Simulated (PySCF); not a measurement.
PySCF 2.14.0, PBE/def2-svpd, df: Hf(F)2(Me)2 ([CH3][Hf]([CH3])([F])[F]), 11 atoms. The geometry is a generated start, not checked to be a minimum at this level.

```yaml
task: energy
method: pbe
basis: def2-svpd
two_electron_scheme: density fitting
mol.max_memory: 3000 MB
mf.max_cycle: 100
mf.init_guess: minao (default)
mf.DIIS: CDIIS (default)
mf.conv_tol: 1e-09 (default)
mf.grids.level: 3 (default)
effective_core_potentials: those of the basis set, past Kr
basis_functions: 169
grid_points: 139400
```

```xyz
11

Hf     0.4247    -0.0029     0.0513
F      1.8442     0.8918    -0.8915
F      1.4411    -0.9742     1.3642
C     -0.2535    -1.6045    -1.3622
H     -1.1103    -1.4414    -2.0299
H     -0.4453    -2.5629    -0.8575
H      0.6158    -1.7849    -2.0227
C     -0.5411     1.6264     1.2459
H      0.3041     2.2617     1.5626
H     -1.0196     1.2888     2.1752
H     -1.2601     2.3021     0.7646
```

Charge 0 and multiplicity 1 are set for this test and not shown to be the ground state.

One run each on 2 threads, 1 BLAS thread. Values of diis_space tried: 3, 5, 8 (default), 12, 20.

Predict the course of the Fock builds along this series.

Fewest Fock builds, within one of each other: 8 (default) with 13, 12 with 13, 20 with 13. The count rises to 26 at 3. All converge to one solution.

```
diis_space   Fock builds            end
-----------  -----------  -------------
3                     26  same solution
5                     15  same solution
8 (default)           13  same solution
12                    13  same solution
20                    13  same solution
```
